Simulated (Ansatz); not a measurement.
Amorphous Si$_{30}$N$_{44}$Ge$_{3}$, 77 atoms at 3.15 g/cm³, one PBE-relaxed geometry, zone centre. Methods: PBE, scalar-relativistic without spin-orbit coupling (Ansatz, an electronic-structure program); r2SCAN, scalar-relativistic without spin-orbit coupling (Ansatz); HSE06, scalar-relativistic without spin-orbit coupling (Ansatz). Plane waves to 420 eV (r2SCAN 500 eV); exact exchange is cut at the cell's faces. At PBE the levels at the filled edge of the gap are localised (band-tail or defect states), and the nearest spread-out levels lie 2.5 eV apart at the zone centre. The higher rungs were started with moments on some atoms, which died out.

Preparation: random packing, a CHGNet melt and quench, and a DFT relaxation. N atoms were pushed apart under 1.9 Å during the dynamics, to hinder bonds among them. The hot cell started wider than the set density and was brought back towards it in steps. It is the lowest in DFT energy of 2 quenches. It is a model cell: composition and starting density were chosen by hand, and all elements were melted together. No dispersion term was used. Its density started from a set value of 3.15 and ended at 3.15 g/cm³. Cooling (nominally 300 K/ps over its main leg) ran many orders faster than in experiment, which tends to leave more defects and strain. A cell of this size samples the disorder only roughly. The volume was held where the preparation left it and the shape relaxed, at a PBE pressure of -1.2 GPa (tension). Stress components on the final sampling reach 1.3 GPa.

The relaxation ran on the zone centre alone. At PBE the level gap is 1.92 eV on a 2×2×2 Γ-centred mesh, and the spacing at the zone centre alone 2.00 eV.

What zone-centre spacing does r2SCAN give, roughly?

2.39 eV (+0.40 eV against PBE).

What zone-centre spacing does HSE06 give, roughly?

3.14 eV (+1.15 eV against PBE).

The highest filled and the lowest empty state spread over these numbers of atoms (participation numbers): PBE: 10.5 and 13.0; r2SCAN: 10.8 and 12.9; HSE06: 7.8 and 10.4.
